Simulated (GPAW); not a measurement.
GPAW run on Tl (P6_3/mmc, 4 atoms in the cell): self-consistent single point.

Computed with LDA (Perdew-Wang 92), GPAW PAW datasets LDA (gpaw-data 1.0.1) (plane waves; GPAW).

```
Tl
1.0
    3.47671     0.00000     0.00000
   -1.73836     3.01092     0.00000
    0.00000     0.00000    11.16308
Tl
4
Direct
  0.00000   0.00000   0.00000
  0.00000   0.00000   0.50000
  0.33333   0.66667   0.25000
  0.66667   0.33333   0.75000
```

Reference input (self-consistent single point, DFT PBE, plane waves, GPAW PAW datasets PBE (gpaw-data 1.0.1)): mode = pw; ecut = 600 eV; xc = PBE; kpts = 7 7 2; mesh shift (steps) = 0 0 0; occupations.name = methfessel-paxton; occupations.width = 0.05 eV; occupations.order = 0; nbands = -8; convergence.forces = 0.001 eV/Å; symmetry.symmorphic = false; symmetry.tolerance = 0.0005. This run's input differs from it in these lines:

```diff
@@ -15,3 +15,3 @@
 calc = GPAW(mode={'name': 'pw', 'ecut': 600},
-            xc='PBE',
+            xc='LDA',
             kpts={'size': (7, 7, 2), 'gamma': True},
```

Its files differ too (potentials: GPAW PAW datasets LDA (gpaw-data 1.0.1)).

Output, abridged:

```
     iter     time        total  log10-change:
                         energy   eigst   dens  force
iter:   1 --:--:--   -12.946289
iter:   2 --:--:--   -12.931840   -2.11  -1.65
iter:   3 --:--:--   -12.792570   -1.80  -1.69
iter:   4 --:--:--   -12.813373   -2.60  -2.19
iter:   5 --:--:--   -12.815182c  -2.28  -2.31
iter:   6 --:--:--   -12.789244c  -2.74  -2.34
iter:   7 --:--:--   -12.788956   -4.26  -3.09
iter:   8 --:--:--   -12.788419c  -5.45  -3.11
iter:   9 --:--:--   -12.788542c  -5.86  -3.39
iter:  10 --:--:--   -12.788280c  -4.70  -3.25
iter:  11 --:--:--   -12.788285c  -6.27  -4.57c
iter:  12 --:--:--   -12.788285c  -8.18c -4.62c
iter:  13 --:--:--   -12.788286c  -7.73c -4.65c -17.55c
Converged after 13 iterations.

Dipole moment: (0.000000, -0.000000, 0.000004) |e|*Ang

Energy contributions relative to reference atoms: (reference = -2198991.350071)

Kinetic:         +5.151603
Potential:       -4.585150
External:        +0.000000
XC:             -13.663178
Entropy (-ST):   -0.008363
Local:           +0.312621
SIC:             +0.000000
--------------------------
Free energy:    -12.792468
Extrapolated:   -12.788286

Showing only first 2 kpts
 Kpt  Band  Eigenvalues  Occupancy
  0    24      3.83217    2.00000
  0    25      9.81168    0.00000
  0    26      9.81741    0.00000
  0    27     14.39225    0.00000

  1    24      6.11020    2.00000
  1    25      6.11021    2.00000
  1    26     13.99698    0.00000
  1    27     13.99699    0.00000

Fermi level: 6.46788

No gap
No difference between direct/indirect transitions
Energy (eV): -12.788286

Forces in eV/Ang:
  0 Tl    0.00000   -0.00000    0.00000
  1 Tl    0.00000   -0.00000    0.00000
  2 Tl   -0.00000    0.00000    0.00000
  3 Tl   -0.00000   -0.00000    0.00000

Stress tensor:
     0.015546     0.000000     0.000000
     0.000000     0.015546     0.000000
     0.000000     0.000000     0.022100
Stress (GPa, Voigt): [2.4907 2.4907 3.5408 0.     0.     0.    ]
```

The run converged in 13 iterations. GPAW prints stress with tension positive. Against the reference run the pressure goes from 1.87 to -2.84 GPa.

The starting cell comes from a database of computed structures (which also holds hypothetical and non-ambient phases and stackings), without a prior relaxation at this level. Its lattice was rescaled by a random factor within 2.5 % of one.
